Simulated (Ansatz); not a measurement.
The cell is built on a prototype and need not be the phase stable at ambient conditions.

By r2SCAN, the system below comes out a metal.

Input:

```
ZnS
1.0
    4.72511     0.00000     0.00000
    0.00000     3.85249     0.00000
    0.00000     0.00000     4.72511
Zn S
2 2
Direct
  0.00000   0.90187   0.50000
  0.50000   0.09813   0.00000
  0.00000   0.00000   0.00000
  0.50000   0.00000   0.50000
```

Space group of this cell: P4/nmm. The cell was relaxed by PBE-D3(BJ); by r2SCAN its mean pressure is 0.6 GPa.

The current flows along the normal of the first two printed cell vectors. No spin-orbit coupling; the value is a mean over 0.1 eV about the Fermi level.

Give the ballistic conductance per area that r2SCAN run with Ansatz (a program for electronic structure) yields.

0.30 × 10¹⁵ S/m² for both spins.
